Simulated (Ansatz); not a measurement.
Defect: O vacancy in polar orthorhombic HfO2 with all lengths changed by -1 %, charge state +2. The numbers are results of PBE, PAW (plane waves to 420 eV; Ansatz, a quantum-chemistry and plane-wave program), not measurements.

Cell of 96 host sites held at the strained lattice (strain from the relaxed PBE one, atoms relaxed); the Γ point alone; Fermi-Dirac width 0.01 eV, spin-restricted; finite-size errors left in. No zero-point or tunnelling terms. Spin-orbit coupling is left out. The host's phase is taken as given; its stability against other phases was not computed. The charge state is imposed; whether it is stable for some Fermi level was not computed. Forms of the defect that were not tried may lie lower.

Barriers: single points on a 2×2×2 k-point mesh shifted by half a step at the bands' geometries.

The step: a nearby O atom hops onto the vacant site. Atoms about the jump, Cartesian Å from the middle of the jump, before and after:

| atom | x0 | y0 | z0 | x1 | y1 | z1 |
|---|---|---|---|---|---|---|
| O1 | -0.53 | -0.05 | -1.16 | 0.53 | 0.05 | 1.16 |
| Hf2 | -1.43 | 1.64 | -0.49 | -1.55 | 1.85 | -0.37 |
| Hf3 | 1.24 | -1.12 | -0.65 | 1.35 | -1.09 | -0.38 |
| O4 | -1.89 | 0.64 | 1.32 | -1.99 | 0.70 | 1.35 |
| O5 | -0.04 | -2.07 | 0.81 | -0.01 | -2.40 | 0.79 |
| Hf6 | -1.30 | -1.09 | 2.14 | -1.11 | -1.02 | 2.05 |
| O7 | 2.02 | 0.66 | -1.19 | 1.95 | 0.65 | -1.20 |
| O8 | 0.11 | -2.46 | -1.75 | 0.09 | -2.06 | -1.71 |
| O9 | -3.19 | 0.66 | -1.18 | -2.97 | 0.59 | -1.21 |
| O10 | 0.03 | 2.52 | 0.83 | -0.07 | 2.69 | 0.83 |
| O11 | 0.11 | 2.62 | -1.72 | 0.03 | 2.52 | -1.69 |
| Hf12 | -1.13 | -1.04 | -2.99 | -1.18 | -1.11 | -3.17 |
| O13 | -2.50 | -1.99 | -1.70 | -2.46 | -1.98 | -1.77 |
| O14 | -2.75 | -2.01 | 0.83 | -2.65 | -1.96 | 0.77 |
| Hf15 | -1.46 | -3.36 | -0.44 | -1.44 | -3.34 | -0.46 |
| O16 | 0.63 | -0.05 | -3.72 | 0.59 | -0.05 | -3.68 |

Task: Give the saddle-point geometry and the barrier.

Result: 
```json
[
 {"atom": "O1", "x": "-0.40", "y": "-0.06", "z": "-0.30"},
 {"atom": "Hf2", "x": "-1.45", "y": "1.67", "z": "-0.37"},
 {"atom": "Hf3", "x": "1.29", "y": "-1.12", "z": "-0.56"},
 {"atom": "O4", "x": "-1.99", "y": "0.74", "z": "1.51"},
 {"atom": "O5", "x": "0.03", "y": "-2.34", "z": "0.81"},
 {"atom": "Hf6", "x": "-1.21", "y": "-1.06", "z": "2.00"},
 {"atom": "O7", "x": "2.05", "y": "0.62", "z": "-1.26"},
 {"atom": "O8", "x": "0.12", "y": "-2.32", "z": "-1.78"},
 {"atom": "O9", "x": "-3.09", "y": "0.62", "z": "-1.18"},
 {"atom": "O10", "x": "0.01", "y": "2.59", "z": "0.87"},
 {"atom": "O11", "x": "0.09", "y": "2.55", "z": "-1.69"},
 {"atom": "Hf12", "x": "-1.16", "y": "-1.12", "z": "-3.11"},
 {"atom": "O13", "x": "-2.46", "y": "-1.98", "z": "-1.74"},
 {"atom": "O14", "x": "-2.70", "y": "-1.98", "z": "0.77"},
 {"atom": "Hf15", "x": "-1.43", "y": "-3.36", "z": "-0.46"},
 {"atom": "O16", "x": "0.60", "y": "-0.07", "z": "-3.68"}
]
```
It lies 0.50 eV above the start and 0.50 eV above the end. The saddle point's order was not checked.
